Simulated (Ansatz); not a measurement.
## Stishovite (SiO2)

The numbers are results of PBE (plane waves, PAW; Ansatz, an electronic-structure program), not measurements.

Run with plane-wave cutoff 500 eV, 8×8×12 k mesh (along the axes of the cell as run), gaussian smearing 0.02 eV, scalar-relativistic PAW data made under PBE.

Cell: relaxed at this level.

```yaml
equilibrium_volume_per_atom: 8.05 Å³/atom
lattice_constant_a: 4.236 Å
lattice_parameter_c: 2.690 Å
band_gap: 5.04 eV (on the SCF k mesh)
```

Measured, for comparison: lattice constant a 4.179 Å, lattice parameter c 2.665 Å (room temperature, not corrected to a static lattice; as tabulated in Hiroi (2015), arXiv:1503.02262). Computed (rounded) less measured: lattice constant a +1.4 %, lattice parameter c +0.9 %.

Static lattice: no zero-point or thermal effects.

It cost very roughly 50 core-seconds of CPU time.
